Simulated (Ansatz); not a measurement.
Functionals compared on CO on the 1x1 (0001) surface of hcp Ti, one in a 2x2 cell, started at the site 'hollow Ti-Ti-Ti over Ti at depth 2.2 Å', in Ansatz (plane waves, PAW). The structure was relaxed with PBE; the other rows are single points on it, each with its references at the same level. Cutoff 420 eV (500 eV for r2SCAN).

Model: 18-atom slab, 6.8 Å thick at the start under the adsorbate (thin: gaps and levels are the slab's own), 6x6x1 mesh, Fermi-Dirac 0.1 eV, dipole correction, 8 atoms held, the rest relaxed; symmetry of the start imposed; no spin, no spin-orbit, no U, no dispersion correction. At the end it is bonded to 3 Ti. In PBE it is, or lies within 0.03 eV of, the lowest of the starts that converged. These notes are the PBE run's. Adsorption energies are against CO(g). A negative adsorption energy means that the adsorbate is more stable on the surface than in its reference.

```
functional  adsorption energy (eV)  work function of the top face (eV)  change of the work function (eV)  rough cost of the single point
----------  ----------------------  ----------------------------------  --------------------------------  ------------------------------
PBE                          -1.90                                5.26                              0.86                               –
RPBE                         -1.61                                5.13                              0.84    very roughly 40 core-seconds
r2SCAN                  (withheld)                          (withheld)                        (withheld)         roughly 90 core-seconds
```

Complete the blanks.


- r2SCAN, adsorption energy (eV): -2.09
- r2SCAN, work function of the top face (eV): 5.35
- r2SCAN, change of the work function (eV): 0.83

Ansatz is a quantum-chemistry and plane-wave program.
